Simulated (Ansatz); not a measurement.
# A constructed model of the (0001) surface of hcp Co, ferromagnetic, p(2x2) surface alloy, Si on one Co site of the top plane (bottom of the slab: a bare face, its two planes held)

These are PBE (plane waves to 420 eV, PAW; Ansatz, a first-principles code) values and carry that method's errors.

Slab: 24 atoms, 10.1 Å thick at the start (thin: gaps and levels are the slab's own); k 9x9x1, smearing 0.1 eV, dipole-corrected; 8 atoms held, the rest relaxed; start symmetry kept, larger cells not searched; spin-polarised, ending with about 36.9 μB a cell; orders that need a larger cell were not tried, no spin-orbit, no U. It is one candidate, not shown to be the stable structure of the face.

```json
{
 "work_function_of_the_top_face": "4.81 eV",
 "energy_released_by_relaxation": "0.010 eV",
 "magnetic_moment_of_the_cell": "36.94 μB",
 "cost": "roughly 19 core-minutes"
}
```
